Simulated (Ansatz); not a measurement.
Reference: CdS (P6_3mc), r2SCAN with spin-orbit coupling, rigid bands (plane waves, PAW; Ansatz, an electronic-structure program); axes and stresses refer to this cell.

```xyz
4
Lattice="4.1238 0.0000 0.0000 -2.0619 3.5713 0.0000 0.0000 0.0000 6.7100" Properties=species:S:1:pos:R:3 pbc="T T T"
Cd     0.0000     2.3809    -0.0051
Cd     2.0619     1.1904     3.3499
S      0.0000     2.3809     2.5213
S      2.0619     1.1904     5.8763
```

The hole conductivity mass is 1.26 mₑ and the hole mass along z comes out as 1.51 mₑ. The hole mass along x is 1.16 mₑ.

**Question.** Change: biaxial stress in the c plane of 2.4 GPa (compression positive). What happens to hole conductivity mass, hole mass along z, hole mass along x?

**Answer.** hole conductivity mass decreases to 1.16 mₑ; hole mass along z rises to 1.62 mₑ; hole mass along x shrinks to 1.02 mₑ.

**Question.** Change: hydrostatic pressure of -1.6 GPa (compression positive). What happens to hole conductivity mass, hole mass along z, hole mass along x?

**Answer.** hole conductivity mass increases to 1.31 mₑ; hole mass along z moves little, to 1.55 mₑ; hole mass along x grows to 1.22 mₑ.

Masses are for dilute carriers at 300 K, harmonic means over directions unless an axis is named. Stresses and pressures are the targets of the relaxation.  The structure type is held under load, also where the real crystal would transform.
